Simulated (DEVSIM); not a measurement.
Device: Ge p-i-n diode, at 300 K.

Layer 1 from the left is Ge, thickness (μm) 0.840, Na (cm⁻³) 3.3e17, τn (s) 0.00019, τp (s) 0.00019. Layer 2 from the left is Ge, thickness (μm) 2.00, Nd (cm⁻³) 1.1e12, τn (s) 0.00019, τp (s) 0.00019. Layer 3 from the left is Ge, thickness (μm) 0.720, Nd (cm⁻³) 1.4e18, τn (s) 0.00019, τp (s) 0.00019.

Left contact: ohmic. Right contact: ohmic. Voltage is applied to the left contact. Recombination: SRH at mid-gap. Mobility is μmin + (μ − μmin)/(1 + (N/Nref)^α).

The device is made up for the run: typed textbook-type constants, with dimensions and the other settings drawn at random. Values at 300 K.

Ge: gap (eV) 0.664, affinity (eV) 4, permittivity 16, Nc (cm⁻³) 1.04e19, Nv (cm⁻³) 6e18, μn (cm²/Vs) 3900, μp (cm²/Vs) 1900, μn,min 150, μp,min 100, Nref,n 2.6e17, Nref,p 4e17, αn 0.56, αp 0.6.

Model (solved in DEVSIM): 1D drift-diffusion, Boltzmann statistics, complete ionisation; no tunnelling, impact ionisation, image-force lowering or self-heating.

Task: What does the simulation give for the dark forward voltage at 100 A/cm², the dark forward voltage at 1 A/cm²?

Result: dark forward voltage at 100 A/cm² 0.351 V; dark forward voltage at 1 A/cm² 0.230 V.
